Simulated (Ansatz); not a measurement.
Cubic perovskite KMgF3, treated with Hartree–Fock (Ansatz, an electronic-structure program, plane waves, PAW).

The input as run:

Ansatz 0.2 input:
```yaml
crystal:
  lattice:
    - [3.9897, 0.0, 0.0]
    - [0.0, 3.9897, 0.0]
    - [0.0, 0.0, 3.9897]
  atoms:
    - { symbol: K, position: [0.0, 0.0, 0.0] }
    - { symbol: Mg, position: [0.5, 0.5, 0.5] }
    - { symbol: F, position: [0.5, 0.0, 0.5] }
    - { symbol: F, position: [0.0, 0.5, 0.5] }
    - { symbol: F, position: [0.5, 0.5, 0.0] }
basis:
  ecutwfc: 460
  ecutrho_ratio: 4
  xc_grid: 2
kpoints:
  mp_grid: { grid: [6, 6, 6] }
hamiltonian:
  xc: hf
  dispersion: none
  pseudopotentials: { kind: paw }
scf:
  occupations: { method: fermi_dirac, width: 0.01 }
  convergence: { dr2_threshold: 0.0000000005 }
output:
  forces: true
  stress: true
  eigenvalues: true
```

**Question.** How many irreducible k-points, plane waves at Γ does the program set up, and what pressure does the run end with?

**Answer.** 20 irreducible k-points, 1365 plane waves at Γ; P = 0.72 GPa, so the cell is compressed on average and its volume would grow at this level.

The run printed, among other lines:

```
WARN output.stress: scf.exx.energy_threshold = 1e-6 eV is looser than the 5e-8 eV advised for a stress under a hybrid functional (1e-8 eV for each atom of the …
Crystal: 5 atoms, lattice volume = 63.507 Å³
Basis set: ecut = 460 eV, 1365 PW (Γ), exchange–correlation on 60×60×60 points (8 copies of the dense FFT grid, shifted against one another)
Bands: 25, of which v1, the nominal top of the filled ones, is band 20 counted from 1 (19 counted from 0)
Symmetry: 48 space group operations
Space group: Pm-3m (ITA 221), of the structure as read, at distance tolerance 4.0e-5 Å
k-points: 20 of 216
Functional: x = pbe(κ = 0.804, μ = 0.2195149727645171), c = none, warm-up for x = 0 pbe(κ = 0.804, μ = 0.2195149727645171) + 1 exact, c = none
SCF iter   1: F=—  HF=-5836.416908 eV  |F-HF|=—  |Δ(HF+E_count)|=         —  Δρ=4.21e-3  dr2=5.88e-3
SCF iter   2: F=-5836.415052 eV  HF=-5836.414931 eV  |F-HF|=1.22e-4  |Δ(HF+E_count)|=   1.98e-3  Δρ=1.54e-3  dr2=3.64e-4
Crystal: 5 atoms, lattice volume = 63.507 Å³
Initial density: handed on by an earlier stage of this run
Functional: x = 0 pbe(κ = 0.804, μ = 0.2195149727645171) + 1 exact, c = none
  ...
Crystal: 5 atoms, lattice volume = 63.507 Å³
Crystal: 5 atoms, lattice volume = 63.507 Å³
Crystal: 5 atoms, lattice volume = 63.507 Å³
SCF iter   3: F=—  HF=-5843.733091 eV  |F-HF|=—  |Δ(HF+E_count)|=   2.28e-9  Δρ=2.34e-6  dr2=2.74e-9
SCF iter   4: F=—  HF=-5843.733091 eV  |F-HF|=—  |Δ(HF+E_count)|=  9.91e-10  Δρ=1.16e-6  dr2=5.33e-10
SCF 5 converged in 5 iterations: F = -5843.733091 eV  dr2 = 6.52e-12
Free energy (F): -5843.733091 eV
Internal energy: -5843.733091 eV  (E = F + TS)
E sigma→0 (E₀):  -5843.733091 eV
Fermi energy:    5.218524 eV
--- Forces (eV/Å), atoms counted from 1 ---
  atom   1  K     -0.00000000    -0.00000000     0.00000000
  atom   2  Mg     0.00000000    -0.00000000     0.00000000
  atom   3  F      0.00000000    -0.00000000     0.00000000
  atom   4  F      0.00000000     0.00000000     0.00000000
  atom   5  F      0.00000000    -0.00000000     0.00000000
--- Stress (GPa, compression-positive) ---
        0.717795       0.000000       0.000000
        0.000000       0.717795       0.000000
       -0.000000       0.000000       0.717795
  P = ⅓ Tr σ = 0.7178 GPa (7.178 kbar)
```

The PAW data were made under PBE.

Note: cell and atoms aren't relaxed at this level (pressure 0.7 GPa).
